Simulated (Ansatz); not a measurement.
Cost and result by functional for the adsorption energy of SiH3 on the 1x1 (111) surface of fcc Al, one in a 2x2 cell, started at the site 'top Al', in Ansatz (plane waves, PAW). Single points on the PBE structure, on one kind of machine; costs are rough ratios of the slab run's core time (references not counted) to the cheapest single point. r2SCAN's cost holds its higher cutoff (500 against 420 eV). Differences are taken against r2SCAN for comparison alone: no measured value is at hand, so the table doesn't rank accuracy.

Model: 20-atom slab, 7.0 Å thick at the start under the adsorbate (thin: gaps and levels are the slab's own), 6x6x1 mesh, Fermi-Dirac 0.1 eV, dipole correction, 8 atoms held, the rest relaxed; held to the start's symmetry, so lower structures may exist; spin-polarised, no spin-orbit, no U, no dispersion correction. The starting moment vanished. At the end it is bonded to Al. In PBE it is, or lies within 0.03 eV of, the lowest of the starts that converged. These notes are the PBE run's. r2SCAN: The program's check for a lower electronic state was not made. Adsorption energies are against SiH4(g) − ½ H2(g). A negative adsorption energy means that the adsorbate is more stable on the surface than in its reference.

```tsv
functional	relative cost	adsorption energy (eV)	less r2SCAN (eV)
RPBE	1	0.14	0.13
r2SCAN	3	0.01	0.00
PBE (the relaxed run's value)	–	0.02	0.01
```

The values span 0.13 eV, while the single points' costs differ by a factor of roughly 3. Differences are of unrounded values.

Ansatz is an electronic-structure program.
